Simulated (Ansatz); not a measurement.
## PbF2: energy against volume

PbF2 (fluorite, Fm-3m, 17.103 Å³/atom and stress up to 0.01 GPa in the relaxed cell, cube axes along x, y and z) under an equal strain ε along all three axes. PBEsol in Ansatz, a plane-wave DFT program (PAW, default set), 420 eV, 10×10×10 Γ-centred mesh, Fermi-Dirac smearing 0.05 eV; ions are relaxed, or left where forces stay under 0.02 eV/Å, within the symmetry of each cell.

Here V stands for volume and E for E less E0.

| volume (Å³/atom) | E less E0 (meV/atom) | pressure (GPa) |
|---|---|---|
| 16.0976 | 15.81 | 5.35 |
| 16.3452 | 8.72 | 3.85 |
| 16.5954 | 3.81 | 2.47 |
| 16.8481 | 0.95 | 1.18 |
| 17.1034 | 0.00 | -0.01 |
| 17.3612 | 0.91 | -1.11 |
| 17.6216 | 3.55 | -2.13 |
| 17.8847 | 7.83 | -3.07 |
| 18.1503 | 13.65 | -3.94 |
| 18.6893 | ? | ? |

Fit E of the 9 rows that show it with the third-order Birch-Murnaghan form, a cubic in V^(-2/3). With u = V^(-2/3) - 0.151, the rows have u = 0.005853, 0.004265, 0.002700, 0.001160, -0.000358, -0.001853, -0.003326, -0.004778, -0.006208. Least squares gives E = 0.060 + 287.4·u + 404942·u² + 963224·u³. Residuals (row less fit): 0.002, -0.006, 0.003, 0.010, -0.009, -0.002, 0.002, 0.004, -0.002; standard error 0.007 (degrees of freedom: 5). Its minimum lies at u = -0.000355, so V0 = (0.150645)^(-3/2) = 17.10. There d²E/du² = 807800 and d³E/du³ = 5779000, so B0 = (4/9) × 17.10^(-7/3) × 807800 × 0.160218 = 76.3 GPa (the last factor turns the table's units into GPa), and B0' = 4 + (2/3) × 0.150645 × (5779000)/807800 = 4.7. B0' rests on the cubic coefficient alone and has a standard error of 0.1 from these residuals.

Problem. Estimate the missing E (V = 18.6893); what did the run itself give?

Solution. u = -0.009006, so E = 0.060 + 287.4 × (-0.009006) + 404942 × (-0.009006)² + 963224 × (-0.009006)³ = 29.612 meV/atom. The calculation gives 29.55 meV/atom, 0.062 meV/atom below the prediction (0.2 % of the range of E in the table). The row lies outside the fitted rows, so this is an extrapolation. From the scatter of the fitted rows alone, a prediction at this place has a standard error of 0.029 meV/atom, so the miss is 2.1 times that.

Spin-orbit coupling is left out, which can shift these values for the heavy elements here. Other structures, which can take over under pressure, weren't tried. The same form fitted to the pressure column gives B0' = 4.8; series where the two differ by over 0.4 aren't shown. PbF2 is here the β form. Rows are the converged runs of the series near zero and its far end, less any whose ions stayed unrelaxed beside relaxed ones; series whose fitted rows scatter by over a few per cent of the range, as at a crossing or softening among them, aren't shown in this form.
